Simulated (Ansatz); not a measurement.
**SrNbO2F (model structure, started from the SrVO2H type, P4/mmm, No. 123, 5 atoms in the cell)**

All values below come from r²SCAN in Ansatz (plane waves, PAW).

Numerical settings: plane-wave cutoff 560 eV, 14×14×14 k mesh, Fermi–Dirac smearing 0.05 eV, spin-polarised with parallel moments, scalar-relativistic PAW data made under PBE.

Cell (relaxed at this level):

```
CELL_PARAMETERS angstrom
      4.10108     0.00000     0.00000
      0.00000     4.10108     0.00000
      0.00000     0.00000     4.20337
ATOMIC_POSITIONS crystal
  Sr 0.50000 0.50000 0.50000
  Nb 0.00000 0.00000 0.00000
  O  0.50000 0.00000 0.00000
  O  0.00000 0.50000 0.00000
  F  0.00000 0.00000 0.50000
```
Starting moments (μB, in the order of the record's atoms Sr Nb O O F): 0.0 1.0 0.0 0.0 0.0.

For SrNbO2F (model structure, started from the SrVO2H type, P4/mmm, No. 123, 5 atoms in the cell), the bulk modulus is 100 GPa.

Note: the magnetic order was assumed, not searched for or taken from measurement; the bulk modulus is −V dP/dV from two relaxed cells at ±2 % in volume; the relaxation could raise the start's symmetry but not lower it, so the cell can be a saddle point; functionals without U or exact exchange can leave correlated insulators metallic, so the missing gap need not be real.

The computed numbers hold no vibrational or temperature effects.

It cost about 14 core-minutes (a rough figure) of CPU time.

A model structure was made by putting elements into a prototype or built by hand; it is no filed structure, need not be a known phase, and can be a saddle point held by its symmetry.

Ansatz is a program for electronic structure.
